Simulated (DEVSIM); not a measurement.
Structure: GaP/Si n-p heterojunction, at 300 K.

| layer (left to right) | material | thickness (μm) | Nd (cm⁻³) | Na (cm⁻³) | τn (s) | τp (s) |
|---|---|---|---|---|---|---|
| 1 | GaP | 1.30 | 8.1e17 | - | 3.1e-7 | 3.1e-7 |
| 2 | Si | 0.130 | - | 3.2e16 | 3.1e-7 | 3.1e-7 |

Left contact: ohmic. Right contact: ohmic. Voltage is applied to the left contact. Recombination: SRH at mid-gap, radiative. Mobility is μmin + (μ − μmin)/(1 + (N/Nref)^α).

The device is made up for the run: typed textbook-type constants, with dimensions and the other settings drawn at random. Values at 300 K; Nc and Nv go as T^1.5, mobilities as T to minus their exponent, the gap by Varshni's rule with the affinity fixed.

```csv
parameter,GaP,Si
gap (eV),2.26,1.124
affinity (eV),3.8,4.05
permittivity,11.1,11.7
Nc (cm⁻³),1.8e19,2.86e19
Nv (cm⁻³),1.9e19,3.1e19
μn (cm²/Vs),250,1417
μp (cm²/Vs),150,470
"μn,min",10,52
"μp,min",10,45
"Nref,n",4.4e18,9.7e16
"Nref,p",1e18,2.2e17
αn,0.8,0.68
αp,0.85,0.72
T exponent of μn,1.6,2.3
T exponent of μp,1.98,2.2
B (cm³/s),1e-13,4.7e-15
Varshni α (eV/K),0.00058,0.000473
Varshni β (K),372,636
```

Simulated with DEVSIM: 1D drift-diffusion, Boltzmann statistics, complete ionisation; no tunnelling, impact ionisation, image-force lowering or self-heating. Band offsets follow the typed affinities; no thermionic-emission limit at abrupt steps, no polarisation charge.

The temperature was swept, all else fixed.

| temperature (K) | potential step across the device at zero bias (V) | dark forward voltage at 100 A/cm² (V) |
|---|---|---|
| 250 | 1.183 | 0.737 |
| 300 | 1.116 | 0.628 |
| 350 | 1.046 | 0.520 |
| 400 | 0.973 | 0.410 |
| 450 | 0.897 | 0.298 |
| 500 | 0.819 | ? |

Complete the blanks.


- 500, dark forward voltage at 100 A/cm² (V): 0.186
